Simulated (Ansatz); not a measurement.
Consider BP in the zinc blende structure (space group F-43m, No. 216).

```
CELL_PARAMETERS angstrom
      0.00000     2.26828     2.26828
      2.26828     0.00000     2.26828
      2.26828     2.26828     0.00000
ATOMIC_POSITIONS crystal
  P  0.75000 0.75000 0.75000
  B  0.00000 0.00000 0.00000
```

Levels (all Ansatz, a program for electronic structure, PAW): r2SCAN (500 eV, scalar-relativistic without spin-orbit coupling); HSE06 (420 eV, no SOC).

The geometry is relaxed with r2SCAN.

| Item | Result |
|---|---|
| r2SCAN lowest conduction level above the VBM at special points | X 1.50 eV; K 2.37 eV; U 2.37 eV; Γ 3.60 eV |

With HSE06 at the same geometry, the lowest conduction level above the VBM at special points becomes X 2.06 eV; K 2.93 eV; U 2.93 eV; Γ 4.34 eV (r2SCAN: X 1.50 eV; K 2.37 eV; U 2.37 eV; Γ 3.60 eV).

Single points use the geometry relaxed with r2SCAN. The hybrid gap comes from the SCF mesh plus the semilocal run's edge points and a few special points and is an upper bound. The levels and masses belong to the bands next to the band gap. No phonon test of stability was made.
